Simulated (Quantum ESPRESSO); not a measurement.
Worked example: self-consistent single point of Na₃BrO (P1, 5 atoms in the cell) in Quantum ESPRESSO.

Level of theory: PBEsol, GBRV 1.5 ultrasoft (PBESOL) pseudopotentials (plane waves; Quantum ESPRESSO 7.5).

The change in words: lattice scaled by 0.98. Reference geometry:
```xyz
5
Lattice="4.5331 0.0000 0.0000 0.0000 4.5331 0.0000 0.0000 0.0000 4.5331" Properties=species:S:1:pos:R:3 pbc="T T T"
Na    -0.0417     2.3166     2.2173
Na     2.2724     0.0198     2.2440
Na     2.3649     2.2403    -0.0810
Br    -0.0770    -0.0538    -0.0023
O      2.2811     2.2769     2.4216
```

Reference input (self-consistent single point, DFT, PBEsol, plane waves, GBRV 1.5 ultrasoft (PBESOL) pseudopotentials): ecutwfc = 40 Ry; ecutrho = 200 Ry; occupations = smearing; smearing = fermi-dirac; degauss = 0.0036749 Ry; K_POINTS = automatic 4 4 4 0 0 0; conv_thr = 1e-10 Ry; mixing_beta = 0.4. This run's input differs from it in these lines:

```diff
@@ -10,3 +10,3 @@
  ibrav = 0
- celldm(1) = 8.5663741873
+ celldm(1) = 8.3950459477
  nat = 5
```

Output (repeated stretches shortened):

```
     Self-consistent Calculation

     iteration #  1     ecut=    40.00 Ry     beta= 0.40

---- Real-time Memory Report at c_bands before calling an iterative solver
           134 MiB given to the printing process from OS
            58 MiB allocation reported by mallinfo(arena+hblkhd)
------------------

     total energy              =    -358.26054193 Ry
     estimated scf accuracy    <       1.16589383 Ry

     iteration #  2     ecut=    40.00 Ry     beta= 0.40

---- Real-time Memory Report at c_bands before calling an iterative solver
           178 MiB given to the printing process from OS
   [... lines left out ...]

---- Real-time Memory Report at c_bands before calling an iterative solver
           183 MiB given to the printing process from OS
            74 MiB allocation reported by mallinfo(arena+hblkhd)
------------------

     total energy              =    -358.57190060 Ry
     estimated scf accuracy    <          1.2E-10 Ry

     iteration # 15     ecut=    40.00 Ry     beta= 0.40

---- Real-time Memory Report at c_bands before calling an iterative solver
           183 MiB given to the printing process from OS
            74 MiB allocation reported by mallinfo(arena+hblkhd)
------------------
     End of self-consistent calculation

     the Fermi energy is     5.0177 ev

!    total energy              =    -358.57190060 Ry
     estimated scf accuracy    <          2.0E-11 Ry
     smearing contrib. (-TS)   =      -0.00000000 Ry
     internal energy E=F+TS    =    -358.57190060 Ry

     convergence has been achieved in  15 iterations

     Forces acting on atoms (cartesian axes, Ry/au):

     atom    1 type  1   force =     0.01847012   -0.00223839    0.00194587
     atom    2 type  1   force =    -0.00394866   -0.00313440    0.00089364
     atom    3 type  1   force =    -0.00646189    0.00034086    0.06577588
     atom    4 type  2   force =     0.00667977    0.00459315    0.00371012
     atom    5 type  3   force =    -0.01473934    0.00043878   -0.07232552

     Total force =     0.101353     Total SCF correction =     0.000007

          total   stress  (Ry/bohr**3)                   (kbar)     P=       41.69
   0.00020961   0.00000647   0.00000884           30.83        0.95        1.30
   0.00000647   0.00020696  -0.00000650            0.95       30.45       -0.96
   0.00000884  -0.00000650   0.00043359            1.30       -0.96       63.78

   JOB DONE.
```

The run converged in 15 iterations. Against the reference run the free energy rises by 18.9 meV/atom, the pressure goes from 1.48 to 4.17 GPa, the largest force goes from 1.589 to 1.898 eV/Å and the gap on the mesh goes from 1.917 to 2.093 eV.

The starting cell comes from a database of computed structures (which also holds hypothetical and non-ambient phases and stackings), without a prior relaxation at this level. Its atoms were displaced at random from the sites of space group no. 221. For this run, on top of that: lattice scaled by 0.98. With a pressure of about 4 GPa the cell is away from its equilibrium volume at this level. Forces in this geometry exceed 1 eV/Å.

Cost on one core of a shared machine: roughly 90 s.
